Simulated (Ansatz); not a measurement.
Consider CdSe in the zinc blende structure (space group F-43m, No. 216; a = 6.133 Å). Axes: x, y, z lie along the cube axes.

Level of theory: r2SCAN (Ansatz, an electronic-structure program), no SOC.

For the base:

- Valence-band top at Γ: 0.00, 0.00, 0.00 eV

The change: biaxial strain −2.42 %, plane normal [110], relaxed out of plane (Cartesian); in-plane vectors clamped, the third vector and the atoms free.

Task: What happens to the valence-band top at Γ and out-of-plane strain?

Result: The valence-band top at Γ (three highest levels, from the VBM) becomes 0.00, -0.05, -0.22 eV (base: 0.00, 0.00, 0.00 eV); the out-of-plane strain comes out as +2.57 %.

The levels and masses belong to the bands next to the band gap. Whether these cells are dynamically stable was not tested.
